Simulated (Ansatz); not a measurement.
A zone-centre phonon calculation of BW₂ (I4/mcm, 6 atoms in the cell) with Ansatz (a quantum-chemistry and plane-wave program).

Computed with LDA (PW92), default PAW files made with PBE (plane waves; Ansatz).

```
CELL_PARAMETERS angstrom
     -2.76967     2.76967     2.37102
      2.76967    -2.76967     2.37102
      2.76967     2.76967    -2.37102
ATOMIC_POSITIONS crystal
  B  0.25000 0.25000 0.00000
  B  0.75000 0.75000 0.00000
  W  0.67031 0.82969 0.50000
  W  0.32969 0.17031 0.50000
  W  0.82969 0.32969 0.15938
  W  0.17031 0.67031 0.84062
```

Reference input (self-consistent single point, DFT, LDA (PW92), plane waves, default PAW files made with PBE): basis.ecutwfc = 30.9 Ry; kpoints.mp_grid.grid = 9 9 9; hamiltonian.xc = lda; hamiltonian.pseudopotentials = {kind: paw} (the program's default PAW files); scf.occupations.method = gaussian; scf.occupations.width = 0.0073 Ry. This run's input differs from it in these lines:

Ansatz 0.2 input:
```diff
@@ -13,3 +13,3 @@
 basis:
-  ecutwfc: 30.9 Ry
+  ecutwfc: 15.4 Ry
 kpoints:
@@ -25,6 +25,4 @@
     width: 0.0073 Ry
-output:
-  forces: true
-  eigenvalues: true
-  stress: true
+phonons:
+  method: dfpt
```

The program printed (abridged):

```
SCF iter   1: F=—  HF=-40809.388606 eV  |F-HF|=—  |Δ(HF+E_count)|=         —  Δρ=5.52e-2  dr2=8.24e-1  ethr=1.77e-3  ⟨swp⟩=4.1  Hψ=52232  notcnv=0
all-band conjugate gradients solve this SCF's bands
preconditioner: auto → Kerker (q_TF=auto, 2.657 Å⁻¹)
SCF iter   2: F=—  HF=-40809.066585 eV  |F-HF|=—  |Δ(HF+E_count)|=   3.22e-1  Δρ=3.01e-2  dr2=2.41e-1  ethr=1.33e-3  ⟨swp⟩=2.0  Hψ=18676  notcnv=0  defer=492
   [... lines left out ...]
SCF iter   5: F=—  HF=-40808.933466 eV  |F-HF|=—  |Δ(HF+E_count)|=   5.30e-6  Δρ=3.36e-5  dr2=6.75e-7  ethr=1.84e-8  ⟨swp⟩=2.7  Hψ=23308  notcnv=0  defer=492
SCF iter   6: F=—  HF=-40808.933467 eV  |F-HF|=—  |Δ(HF+E_count)|=   6.54e-7  Δρ=3.59e-6  dr2=8.02e-9  ethr=1.09e-9  ⟨swp⟩=2.0  Hψ=18835  notcnv=0  defer=492
SCF iter   7: F=—  HF=-40808.933467 eV  |F-HF|=—  |Δ(HF+E_count)|=   2.60e-9  Δρ=5.16e-7  dr2=1.39e-10  ethr=1.29e-11  ⟨swp⟩=2.0  Hψ=18376  notcnv=0  defer=492
SCF iter   8: F=-40808.933467 eV  HF=-40808.933467 eV  |F-HF|=1.46e-11  |Δ(HF+E_count)|=  4.37e-11  Δρ=7.17e-8  dr2=2.92e-12  ethr=1.00e-12  ⟨swp⟩=9.2  Hψ=60386  notcnv=0
SCF 1 converged in 8 iterations: F = -40808.933467 eV  dr2 = 2.92e-12
DFPT response loops at Γ: preconditioner auto → Kerker (q_TF=auto, 2.657 Å⁻¹) (partly filled bands, converged f_vac=0.000) …
Free energy (F): -40808.933467 eV
Internal energy: -40808.917608 eV  (E = F + TS)
E sigma→0 (E₀):  -40808.925537 eV
Entropy (-TS):   -0.015859 eV (-2.643 meV/atom)
Fermi energy:    21.768081 eV
--- Phonons (Γ-DFPT): 4 representative perturbations + reference, on 365 of 729 k-points (Σ response iterations 12) ---
  k mesh reduced under 1 symmetry operation, with k and −k counted as one. Each operation leaves every solved perturbation unchanged …
  ASR residual: 4.248e-5 → 0.000e0 eV/Å²; symmetrization residual: 1.067e-6 eV/Å²
  ASR residual per site (eV/Å²): 4.25e-5 4.25e-5 1.44e-5 1.44e-5 1.44e-5 1.44e-5
  Γ frequencies (cm⁻¹): 0.00 0.00 0.00 51.47 169.79 169.79 170.52 170.52 183.02 183.10 189.53 194.17 330.89 378.19 511.92 511.92 527.76 527.76
  non-analytic LO–TO correction: not included (Born effective charges unavailable; polar crystals: no LO–TO splitting at Γ)
```

The run converged in 8 iterations. 

Summary of the result:
* **Free energy E − TS (on the zero of these files)**: -40808.9335 eV
* **Fermi level (on the code's own zero)**: 21.77 eV
* **Zone-centre frequencies (cm⁻¹; negative means imaginary)**: 0, 0, 0, 51, 170, 170, 171, 171, 183, 183, 190, 194, 331, 378, 512, 512, 528, 528

The starting cell comes from a database of computed structures (which also holds hypothetical and non-ambient phases and stackings), without a prior relaxation at this level. Its lattice was rescaled by up to half a per cent. Spin polarisation is off. The cutoff lies below the one recommended for these files.

Cost on one core of a shared machine: roughly 4 min.
